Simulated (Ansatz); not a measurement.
Reference: NiS (P6_3/mmc), PBEsol, DFPT electron-phonon coupling, linearised Boltzmann equation (plane waves, PAW, scalar-relativistic; Ansatz, a quantum-chemistry and plane-wave program); geometry: relaxed with this functional, without spin-orbit coupling.

```xyz
4
Lattice="3.4051 0.0000 0.0000 -1.7025 2.9489 0.0000 0.0000 0.0000 5.0756" Properties=species:S:1:pos:R:3 pbc="T T T"
Ni     0.0000     0.0000     2.5378
Ni     0.0000     0.0000     0.0000
S      0.0000     1.9659     3.8067
S      1.7025     0.9830     1.2689
```

The resistivity at 300 K is 42 μΩ·cm. The mean free path at 300 K is 3.2 nm.

Question: Replace S by Bi on the same sites and relax. What happens?

Answer: NiBi (P6_3/mmc): volume per atom 12.7 to 18.8 Å³; resistivity at 300 K falls (42 μΩ·cm to 9.9 μΩ·cm); mean free path at 300 K rises (3.2 nm to 10.2 nm).

Question: Replace S by Sb on the same sites and relax. What happens?

Answer: NiSb (P6_3/mmc): volume per atom 12.7 to 16.8 Å³; resistivity at 300 K falls (42 μΩ·cm to 8.9 μΩ·cm); mean free path at 300 K rises (3.2 nm to 12.0 nm).

Moves up to 12 % count as about the same. Metals; harmonic phonons alone scatter; means over directions. The mean free path is weighted by the current that each state carries. Halving the electron mesh moves these values by up to 8 %; q meshes are mostly untested. Spin-orbit coupling is left out.

Formula and space group known from diffraction (Crystallography Open Database), not checked to be the room-temperature form: NiS (P6_3/mmc), NiSb (P6_3/mmc). Computed structure with no diffraction record at hand here (it may be known, metastable or hypothetical): NiBi (P6_3/mmc). Treated as nonmagnetic (a ferromagnetic start lost its moment, other orders weren't tried): NiBi (P6_3/mmc), NiS (P6_3/mmc), NiSb (P6_3/mmc). The missing spin-orbit coupling matters most for NiBi (P6_3/mmc).
